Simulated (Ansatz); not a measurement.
An Ansatz (a program for electronic structure) input (plane-wave PAW DFT at the PBE level (Ansatz, 420 eV), no SOC):

Ansatz 0.2 input:
```yaml
crystal:
  lattice:
    - [3.4519426104, 0, 0]
    - [-1.7259713052, 2.989469993, 0]
    - [0, 0, 7.8116551376]
  atoms:
    - { symbol: Be, position: [0, 0.5, 0.3333333333] }
    - { symbol: Be, position: [0.5, 0.5, 0.6666666667] }
    - { symbol: Be, position: [0.5, 0, 0] }
    - { symbol: S, position: [0, 0.5, 0.8333333333] }
    - { symbol: S, position: [0.5, 0.5, 0.1666666667] }
    - { symbol: S, position: [0.5, 0, 0.5] }
basis: { ecutwfc: 420, ecutrho_ratio: 4, xc_grid: 2, fft_grid_basis: typed }
kpoints: { mp_grid: { grid: [11, 11, 5] } }
hamiltonian:
  xc: pbe
  dispersion: none
  pseudopotentials: { kind: paw }
scf: { occupations: { method: fermi_dirac, width: 0.05 }, convergence: { dr2_threshold: 0.0000000006 } }
output: { forces: true, stress: true }
checkpoint: { write: state.ck, write_every: 1000 }
```

Question: Which symmetry and how many k-points will the program report, and about how many plane waves at Γ?

Answer: Space group P6422 (ITA 181) with 12 operations, k-points 48 of 605, and 1587 plane waves at Γ.

No phonon test of stability was made. The base started in P3_121 and relaxed to P6_422 at this level. The cell is BeS (space group P6_422, No. 181; a hypothetical phase, not in the database extracts checked).
